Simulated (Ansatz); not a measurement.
# Effect of x(Mg) = 0.75, 4 atoms, Pm-3m on Sr

Consider Sr in the fcc (Cu type) structure (space group Fm-3m, No. 225; a = 6.100 Å).

The other end (x = 1) is Mg in the fcc (Cu type) structure (space group Fm-3m, No. 225; a model cell, its experimental status unchecked): 22.73 Å³/atom, gap zero; this end may not be an ambient phase.

Modification: a fraction x = 0.75 of the Sr sites is given to Mg, ordered in a cell of 4 atoms (starting symmetry Pm-3m) and fully relaxed.

Computed with Kohn–Sham DFT with the r2SCAN functional, run in Ansatz (a program for electronic structure) with PAW and 500 eV plane waves, no SOC. Settings: 10×10×10 k-points, 0.05 eV Fermi–Dirac smearing, for the changed cell.

```json
[
 {"quantity": "volume per atom", "base": "56.74 Å³", "changed": "30.23 Å³", "shift": "-26.51 Å³"},
 {"quantity": "density", "base": "2.56 g/cm³", "changed": "2.20 g/cm³", "shift": "-0.36 g/cm³"},
 {"quantity": "band gap", "base": "zero", "changed": "zero", "shift": "–"},
 {"quantity": "mixing energy (to 0.01 eV only: unlike meshes or grids) (against an end that may be hypothetical)", "base": "–", "changed": "+0.04 eV/atom", "shift": "–"},
 {"quantity": "deviation of the volume from the linear (Vegard-type) interpolation", "base": "–", "changed": "-3.2 %", "shift": "–"}
]
```

Each cell is one ordered arrangement of few atoms, which overstates ordering effects compared with a random alloy. Whether these cells are dynamically stable was not tested. This is not the structure that Mg has at room temperature and ambient pressure.
